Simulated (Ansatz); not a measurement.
# Response to strain in Hf

Base system: Hf in the hcp (Mg type) structure (space group P6_3/mmc, No. 194; a = 3.158 Å, c = 5.004 Å; relaxed with 0.1 eV smearing). Axes: x lies along a and z along c of the hexagonal cell.

Strains are applied to the cell and any free atomic positions relax; under biaxial strain the out-of-plane vector relaxes too.

Computed with PBEsol, PAW, 420 eV (Ansatz, a quantum-chemistry and plane-wave program; no spin-orbit coupling).

Candidates:
(a) biaxial strain +1.50 %, plane normal [001], relaxed out of plane
(b) biaxial strain +0.50 %, plane normal [001], relaxed out of plane
(c) biaxial strain −3.00 %, plane normal [001], relaxed out of plane
(d) biaxial strain +2.00 %, plane normal [001], relaxed out of plane
(e) biaxial strain +2.50 %, plane normal [001], relaxed out of plane

Question: Order them by out-of-plane strain, lowest first.

Answer: (e) biaxial strain +2.50 %, plane normal [001], relaxed out of plane (-1.70 %), (d) biaxial strain +2.00 %, plane normal [001], relaxed out of plane (-1.36 %), (a) biaxial strain +1.50 %, plane normal [001], relaxed out of plane (-1.03 %), (b) biaxial strain +0.50 %, plane normal [001], relaxed out of plane (-0.35 %), (c) biaxial strain −3.00 %, plane normal [001], relaxed out of plane (+2.31 %)

No phonon test of stability was made. The final runs are not spin-polarised.
